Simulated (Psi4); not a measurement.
Psi4 1.11, TPSS/def2-svpd: B(F)(OAc)(OH) (CC(=O)OB(O)F), 11 atoms. The geometry is a generated start, not checked to be a minimum at this level.

```
Property                             Result
--------------------------  ---------------
task                                 energy
method                                 tpss
basis                             def2-svpd
memory                                 3 GB
maxiter                                 100
keys of the molecule block      symmetry c1
scf_type                       df (default)
e_convergence               1e-06 (default)
d_convergence               1e-06 (default)
dft_radial_points              75 (default)
dft_spherical_points          302 (default)
basis functions                         184
grid points                          237430
```

```xyz
11

B     -0.1345     0.6968     1.4964
F     -1.2478     0.1358     1.9834
O      0.3061     0.3712     0.2539
C     -0.4353    -0.0916    -0.7890
C      0.3984    -0.9397    -1.7045
O     -1.5845     0.1893    -0.9435
H     -0.1536    -1.1559    -2.6136
H      0.6433    -1.8706    -1.1952
H      1.3285    -0.4242    -1.9299
O      0.6004     1.4877     2.2729
H      0.2791     1.6013     3.1691
```

With the defaults (diis = true, scf_initial_accelerator = adiis, damping_percentage = 0, guess = auto, which took SAD, level_shift = 0, level_shift_cutoff = 0.01, diis_max_vecs = 10) it converges in 10 SCF iterations. One run each on 2 threads, with these changes:
- diis = false, scf_initial_accelerator = none, damping_percentage = 60
- diis_max_vecs = 6
- scf_initial_accelerator = ediis
- damping_percentage = 20
- guess = sapgau
- level_shift = 0.1, level_shift_cutoff = 0.001
- guess = huckel
- guess = sadno
- guess = sap

Task: Name the settings that don't reach the solution of the defaults.

Result: No convergence: diis = false, scf_initial_accelerator = none, damping_percentage = 60 (the run ends without SCF convergence in 100 iterations). The rest reach the solution of the defaults.

```
setting                                                                SCF iterations             end
---------------------------------------------------------------------  --------------  --------------
the defaults                                                                       10   same solution
scf_initial_accelerator = ediis                                                    10   same solution
level_shift = 0.1, level_shift_cutoff = 0.001                                      10   same solution
guess = sap                                                                        11   same solution
guess = huckel                                                                     11   same solution
guess = sapgau                                                                     11   same solution
diis_max_vecs = 6                                                                  11   same solution
guess = sadno                                                                      12   same solution
damping_percentage = 20                                                            21   same solution
diis = false, scf_initial_accelerator = none, damping_percentage = 60             100  no convergence
```
